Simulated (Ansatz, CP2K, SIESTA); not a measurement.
One structure in several programs: SrNiF6 (R-3m, 8 atoms in the cell)

Band-structure calculation.

```
SrNiF6
1.0
    3.63099     2.09635     2.25259
   -3.63099     2.09635     2.25259
    0.00000    -4.19270     2.25259
Sr Ni F
1 1 6
Direct
  0.50000   0.50000   0.50000
  0.00000   0.00000   0.00000
  0.72210   0.72210   0.06795
  0.27790   0.27790   0.93205
  0.06795   0.72210   0.72210
  0.93205   0.27790   0.27790
  0.72210   0.06795   0.72210
  0.27790   0.93205   0.27790
```

Shared settings, as Ansatz (a first-principles code) writes them: kpoints.mp_grid.grid = 5 5 5; scf.occupations.method = fixed. Potentials and cutoffs stand in the table.

| code | model | gap along the path (eV) | smallest direct gap (eV) | cutoff |
|---|---|---|---|---|
| Ansatz | PBEsol, PAW files made with PBE | 1.17 | 1.22 | 420 eV |
| SIESTA | GGA PBEsol, numerical atomic orbitals DZP, PseudoDojo PBEsol standard norm-conserving potentials (rewritten from UPF to PSML) | 0.95 | 1.05 | grid 300 Ry |
| CP2K | PBEsol, GPW, DZVP-MOLOPT-SR-GTH basis, GTH-PBE potentials (GTH_POTENTIALS) | 1.13 | 1.19 | grid 600 Ry |

The spread over the programs that give each value: gap along the path within 0.22 eV; smallest direct gap within 0.17 eV.

SIESTA and CP2K use small atom-centred bases, whose incompleteness enters pressures, forces and empty levels differently from a plane-wave cutoff.

The starting cell comes from a database of computed structures (which also holds hypothetical and non-ambient phases and stackings), without a prior relaxation at this level. Its lattice was rescaled by a random factor within 2.5 % of one.

Left out of this page: Quantum ESPRESSO (not drawn, or without a comparable value).

Keys are those of Ansatz 0.2.
